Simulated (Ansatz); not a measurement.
The parent structure is MgS in the rock salt structure (space group Fm-3m, No. 225; a = 5.155 Å).

Perturbation: every lattice vector is stretched by 2.06 %, atoms relaxed at fixed cell.

Levels (all Ansatz, a program for electronic structure, PAW): PBE-D3(BJ) (420 eV, scalar-relativistic without spin-orbit coupling); r2SCAN (500 eV, no SOC); HSE06 (420 eV, spin-orbit coupling left out).

One geometry, relaxed with PBE-D3(BJ), under each level:

Notes on the quantities. hole mass: degenerate bands, along [100].

```tsv
level	band gap	lowest conduction level above the VBM at special points	electron mass	hole mass
PBE-D3(BJ)	2.72 eV	X 2.72 eV; Γ 3.47 eV; U 3.86 eV; K 3.86 eV	0.52 mₑ along k, 0.29 mₑ across (at X)	0.24, 0.99, 0.99 mₑ (at Γ)
r2SCAN	?	?	?	?
HSE06	3.72 eV	X 3.72 eV; Γ 4.55 eV; U 4.90 eV	–	–
```

### Question
Give the withheld r2SCAN results.

### Answer

- r2SCAN, band gap: 3.39 eV
- r2SCAN, lowest conduction level above the VBM at special points: X 3.39 eV; Γ 4.37 eV; U 4.51 eV; K 4.51 eV
- r2SCAN, electron mass: 0.52 mₑ along k, 0.30 mₑ across (at X)
- r2SCAN, hole mass: 0.27, 0.97, 0.97 mₑ (at Γ)

Single points use the geometry relaxed with PBE-D3(BJ). The hybrid gap comes from the SCF mesh plus the semilocal run's edge points and a few special points and is an upper bound. The cells carry an imposed strain or load. Masses are band curvatures over ±0.01 Å⁻¹ around the edge. Along k means along the line from Γ to the band edge. Whether these cells are dynamically stable was not tested. The base started in Pnma and relaxed to Fm-3m at this level.
